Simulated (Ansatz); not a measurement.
A constructed model of the (110) surface of bcc Ta, a pseudomorphic layer of Mn in the host's stacking (bottom of the slab: a bare face, its two planes held)

All values below come from PBE (plane waves to 420 eV, PAW; Ansatz, a program for electronic structure).

Slab: 7 atoms, 14.5 Å thick at the start; k 14x14x1, smearing 0.1 eV, dipole-corrected; 2 atoms held, the rest relaxed; held to the start's symmetry, so lower structures may exist; spin-polarised, ending with about 3.2 μB a cell; orders that need a larger cell were not tried, no spin-orbit, no U. It is one candidate, not shown to be the stable structure of the face.

- work function of the top face = 3.57 eV
- energy released by relaxation = 0.60 eV
- magnetic moment of the cell = 3.21 μB
- cost = around 17 core-minutes (rough)
